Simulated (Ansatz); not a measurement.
Defect migration in kesterite Cu2ZnSnS4: interstitial Li, charge state +1. The step: a direct jump of one Li atom; the atom moves 2.39 Å along (-0.20, 0.28, 0.13) of the unit cell; the moving atom starts with neighbours Cu at 2.72, 2 Cu at 2.75; S at 2.36, S at 2.39, 2 S at 2.40; Sn at 2.92, Sn at 2.93; Zn at 2.86 Å and ends with 2 Cu at 2.42; S at 2.46, S at 2.55, S at 2.56, S at 2.85, S at 2.87, S at 3.01; Sn at 2.85; Zn at 2.56 Å. A PBE band in Ansatz (plane-wave PAW, one k-point at (0.250, 0.250, 0.250), 64 host sites, 75 SCF runs with any check of the saddle's order, static, no finite-size correction) gives a forward barrier of 0.42 eV. The saddle point's order was not checked. The charge state is imposed; whether it is stable for some Fermi level was not computed. Sites that were not tried may lie lower.

Single points at the band's start and saddle point can refine it. Rough cost of one point, in units of the band's mean SCF on the same machine:

```
Level                                                   Cost of one point
------------------------------------------------------  -----------------
PBE, a 2×2×2 k-point mesh shifted by half a step                  about 4
r2SCAN at 500 eV, one k-point at (0.250, 0.250, 0.250)            about 3
```

Task: Which of these move the barrier by more than 0.1 eV, and how far does each move it?

Result: Not one does. PBE, a 2×2×2 k-point mesh shifted by half a step: +0.03 eV; r2SCAN at 500 eV, one k-point at (0.250, 0.250, 0.250): -0.01 eV. Each functional is compared with PBE at the same k-points.

Ansatz is a quantum-chemistry and plane-wave program.
